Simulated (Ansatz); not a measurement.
## NbN: pressure series

Take NbN in the rock salt structure (space group Fm-3m, No. 225; a = 4.4212 Å) as the base.

Cell and atoms are relaxed at each pressure.

Computed with PBE (Ansatz, an electronic-structure program), no spin-orbit coupling, earlier PAW set.

Notes on the quantities. enthalpy: H = E + PV relative to the base's energy.

```
case              shortest interatomic distance       enthalpy
----------------  -----------------------------  -------------
base                                    2.211 Å              –
pressure −2 GPa                         2.215 Å  -0.14 eV/atom
pressure −1 GPa                         2.213 Å  -0.07 eV/atom
pressure 3 GPa                          2.204 Å  +0.20 eV/atom
pressure 7 GPa                          2.195 Å  +0.47 eV/atom
pressure 15 GPa                         2.178 Å  +0.99 eV/atom
pressure 30 GPa                         2.151 Å  +1.94 eV/atom
pressure 50 GPa                         2.121 Å  +3.15 eV/atom
pressure 75 GPa                             ___  +4.61 eV/atom
pressure 100 GPa                            ___  +6.00 eV/atom
```

Question: What belongs in the blanks?

Answer: 
- pressure 75 GPa, shortest interatomic distance: 2.090 Å
- pressure 100 GPa, shortest interatomic distance: 2.063 Å

Load acts through the strain it causes; cell and atoms are relaxed under it. No phonon test of stability was made. No other phases were tried under pressure. The final runs are not spin-polarised.
